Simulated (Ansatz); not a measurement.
Worked example: self-consistent single point of MgZr (P-6m2, 2 atoms in the cell) in Ansatz (a quantum-chemistry and plane-wave program).

Method: LDA (PW92), default PAW files made with PBE (plane waves; Ansatz).

```xyz
2
Lattice="3.0580 0.0000 0.0000 -1.5290 2.6483 0.0000 0.0000 0.0000 5.5316" Properties=species:S:1:pos:R:3 pbc="T T T"
Mg     0.0000     0.0000     0.0000
Zr     1.5290     0.8828     2.7658
```

Reference input (self-consistent single point, DFT, PBEsol, plane waves, default PAW files made with PBE): kpoints.mp_grid.grid = 10 10 5; hamiltonian.xc = pbesol; hamiltonian.pseudopotentials = {kind: paw} (the program's default PAW files); scf.occupations.method = fermi_dirac; scf.occupations.width = 0.05 eV. This run's input differs from it in these lines:

Ansatz 0.2 input:
```diff
@@ -11,3 +11,3 @@
 hamiltonian:
-  xc: pbesol
+  xc: lda
   pseudopotentials: { kind: paw }
```

Log, with long lists cut:

```
SCF iter   1: F=—  HF=-5978.940145 eV  |F-HF|=—  |Δ(HF+E_count)|=         —  Δρ=6.40e-3  dr2=1.39e-2  ethr=1.77e-3  ⟨swp⟩=5.2  Hψ=2995  notcnv=0
all-band conjugate gradients solve this SCF's bands
preconditioner: auto → Kerker (q_TF=auto, 2.423 Å⁻¹)
SCF iter   2: F=—  HF=-5978.934152 eV  |F-HF|=—  |Δ(HF+E_count)|=   5.99e-3  Δρ=3.42e-3  dr2=5.72e-3  ethr=6.32e-5  ⟨swp⟩=2.4  Hψ=1371  notcnv=0
SCF iter   3: F=—  HF=-5978.932731 eV  |F-HF|=—  |Δ(HF+E_count)|=   1.42e-3  Δρ=7.73e-4  dr2=4.88e-4  ethr=2.60e-5  ⟨swp⟩=2.2  Hψ=1067  notcnv=0
SCF iter   4: F=—  HF=-5978.932631 eV  |F-HF|=—  |Δ(HF+E_count)|=   1.00e-4  Δρ=1.14e-4  dr2=5.64e-6  ethr=2.22e-6  ⟨swp⟩=2.0  Hψ=722  notcnv=0
SCF iter   5: F=—  HF=-5978.932630 eV  |F-HF|=—  |Δ(HF+E_count)|=   8.03e-7  Δρ=3.46e-5  dr2=4.67e-7  ethr=2.57e-8  ⟨swp⟩=2.0  Hψ=1033  notcnv=0
SCF iter   6: F=-5978.932630 eV  HF=-5978.932630 eV  |F-HF|=1.60e-8  |Δ(HF+E_count)|=   2.46e-7  Δρ=8.51e-6  dr2=2.60e-8  ethr=4.55e-10  ⟨swp⟩=5.4  Hψ=2804  notcnv=0
SCF 1 converged in 6 iterations: F = -5978.932630 eV  dr2 = 2.60e-8
Free energy (F): -5978.932630 eV
Internal energy: -5978.924348 eV  (E = F + TS)
E sigma→0 (E₀):  -5978.928489 eV
Entropy (-TS):   -0.008282 eV (-4.141 meV/atom)
Fermi energy:    9.694243 eV
--- Forces (eV/Å), atoms counted from 1 ---
  atom   1  Mg    -0.00000000     0.00000000     0.00000000
  atom   2  Zr     0.00000000    -0.00000000     0.00000000
--- Stress (GPa, compression-positive) ---
       -4.851117       0.000000      -0.000000
        0.000000      -4.851117      -0.000000
       -0.000000      -0.000000      -4.146014
  P = ⅓ Tr σ = -4.6161 GPa (-46.161 kbar)
  The stress holds the Pulay correction. Without it, at fixed plane waves, as pw.x and ABINIT print it: P = -4.6236 GPa
```

The run converged in 6 iterations. Against the reference run the pressure goes from -2.36 to -4.62 GPa.

The starting cell comes from a database of computed structures (which also holds hypothetical and non-ambient phases and stackings), without a prior relaxation at this level. With a pressure of about -5 GPa the cell is away from its equilibrium volume at this level. Ansatz's pressure includes its estimate of the finite-basis (Pulay) stress.
